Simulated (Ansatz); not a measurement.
The starting structures come from a database of crystals and need not be the phases stable at ambient conditions.

Evanescent states of MgH$_{2}$ (Pa-3, not sure to be the ambient phase, 12 atoms a cell, 9.2 Å³ an atom) along the normal of (001)

All values below come from r2SCAN (plane waves, PAW; Ansatz, a program for electronic structure).

The gap is the functional's own, uncorrected, and κ follows it; spin-orbit coupling is left out. Mid-gap values are interpolated between the computed energies.

Energies count from the valence-band top; κ is the least over a 6×6 mesh across the current.

```csv
E (eV),κ (1/Å),where
0.08,0.121,Γ
0.24,0.205,Γ
0.40,0.259,Γ
0.56,0.301,Γ
0.72,0.332,off Γ
0.88,___,off Γ
1.04,___,off Γ
1.20,___,off Γ
1.36,___,off Γ
1.52,___,off Γ
1.68,___,off Γ
1.84,___,off Γ
2.00,___,off Γ
2.16,___,off Γ
2.32,___,off Γ
2.48,0.215,off Γ
2.64,0.195,off Γ
2.80,0.173,off Γ
2.96,0.146,off Γ
3.12,0.111,off Γ
```

Question: What belongs in the gaps?

Answer: 
- 0.88, κ (1/Å): 0.326
- 1.04, κ (1/Å): 0.319
- 1.20, κ (1/Å): 0.311
- 1.36, κ (1/Å): 0.303
- 1.52, κ (1/Å): 0.293
- 1.68, κ (1/Å): 0.283
- 1.84, κ (1/Å): 0.272
- 2.00, κ (1/Å): 0.260
- 2.16, κ (1/Å): 0.247
- 2.32, κ (1/Å): 0.232
